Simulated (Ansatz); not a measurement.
A zone-centre phonon calculation of LuTl3 (Pm-3m, 4 atoms in the cell) with Ansatz (a quantum-chemistry and plane-wave program).

Level of theory: LDA (PW92), default PAW files made with PBE (plane waves; Ansatz).

```
LuTl3
1.0
    4.70204     0.00000     0.00000
    0.00000     4.70204     0.00000
    0.00000     0.00000     4.70204
Lu Tl
1 3
Direct
  0.00000   0.00000   0.00000
  0.00000   0.50000   0.50000
  0.50000   0.00000   0.50000
  0.50000   0.50000   0.00000
```

Reference input (self-consistent single point, DFT, LDA (PW92), plane waves, default PAW files made with PBE): basis.ecutwfc = 420 eV; kpoints.mp_grid.grid = 7 7 7; hamiltonian.xc = lda; hamiltonian.pseudopotentials = {kind: paw} (the program's default PAW files); scf.occupations.method = fermi_dirac; scf.occupations.width = 0.1 eV. This run's input differs from it in these lines:

Ansatz 0.2 input:
```diff
@@ -19,7 +19,5 @@
 scf:
-  occupations: { method: fermi_dirac, width: 0.1 }
-output:
-  forces: true
-  eigenvalues: true
-  stress: true
+  occupations: { method: fermi_dirac, width: 0.2 }
+phonons:
+  method: dfpt
```

Output, abridged:

```
SCF iter   1: F=—  HF=-47933.724736 eV  |F-HF|=—  |Δ(HF+E_count)|=         —  Δρ=5.11e-3  dr2=4.16e-2  ethr=1.77e-3  ⟨swp⟩=8.0  Hψ=11939  notcnv=0
all-band conjugate gradients solve this SCF's bands
preconditioner: auto → Kerker (q_TF=auto, 2.516 Å⁻¹)
SCF iter   2: F=—  HF=-47933.715251 eV  |F-HF|=—  |Δ(HF+E_count)|=   9.49e-3  Δρ=2.81e-3  dr2=1.49e-2  ethr=6.50e-5  ⟨swp⟩=2.0  Hψ=5088  notcnv=0
   [... lines left out ...]
SCF iter   9: F=—  HF=-47933.710663 eV  |F-HF|=—  |Δ(HF+E_count)|=   2.61e-9  Δρ=1.19e-6  dr2=1.09e-9  ethr=3.30e-11  ⟨swp⟩=2.8  Hψ=5168  notcnv=0
SCF iter  10: F=—  HF=-47933.710663 eV  |F-HF|=—  |Δ(HF+E_count)|=  5.82e-11  Δρ=2.27e-7  dr2=6.30e-11  ethr=1.71e-12  ⟨swp⟩=2.0  Hψ=4596  notcnv=0
SCF iter  11: F=—  HF=-47933.710663 eV  |F-HF|=—  |Δ(HF+E_count)|=  1.46e-11  Δρ=7.70e-8  dr2=7.20e-12  ethr=1.00e-12  ⟨swp⟩=8.6  Hψ=17557  notcnv=0
SCF iter  12: F=-47933.710663 eV  HF=-47933.710663 eV  |F-HF|=0.00e0  |Δ(HF+E_count)|=  7.28e-12  Δρ=4.58e-8  dr2=2.16e-12  ethr=1.00e-12  ⟨swp⟩=6.6  Hψ=13577  notcnv=0
SCF 1 converged in 12 iterations: F = -47933.710663 eV  dr2 = 2.16e-12
DFPT response loops at Γ: preconditioner auto → Kerker (q_TF=auto, 2.516 Å⁻¹) (partly filled bands, converged f_vac=0.000) …
Free energy (F): -47933.710663 eV
Internal energy: -47933.439782 eV  (E = F + TS)
E sigma→0 (E₀):  -47933.575222 eV
Entropy (-TS):   -0.270881 eV (-67.720 meV/atom)
Fermi energy:    12.521867 eV
--- Phonons (Γ-DFPT): 3 representative perturbations + reference, on 64 of 343 k-points (Σ response iterations 9) ---
  k mesh reduced under 8 symmetry operations, with k and −k counted as one. Each operation leaves every solved displacement unchanged or reverses it
  ASR residual: 1.427e-3 → 0.000e0 eV/Å²; symmetrization residual: 1.203e-5 eV/Å²
  ASR residual per site (eV/Å²): 1.43e-3 2.54e-5 2.54e-5 2.54e-5
  Γ frequencies (cm⁻¹): 0.00 0.00 0.00 50.38 50.38 50.38 55.16 55.16 55.16 92.12 92.12 92.12
  non-analytic LO–TO correction: not included (Born effective charges unavailable; polar crystals: no LO–TO splitting at Γ)
```

The run converged in 12 iterations. 

Summary of the result:
```
Item                                                                                           Result
--------------------------------------------------------  -------------------------------------------
Free energy E − TS (on the zero of these files)                                        -47933.7107 eV
Fermi level (on the code's own zero)                                                         12.52 eV
Zone-centre frequencies (cm⁻¹; negative means imaginary)  0, 0, 0, 50, 50, 50, 55, 55, 55, 92, 92, 92
```

The starting cell comes from a database of computed structures (which also holds hypothetical and non-ambient phases and stackings), without a prior relaxation at this level. Its lattice was rescaled by up to half a per cent.

Cost on one core of a shared machine: roughly 2 min.
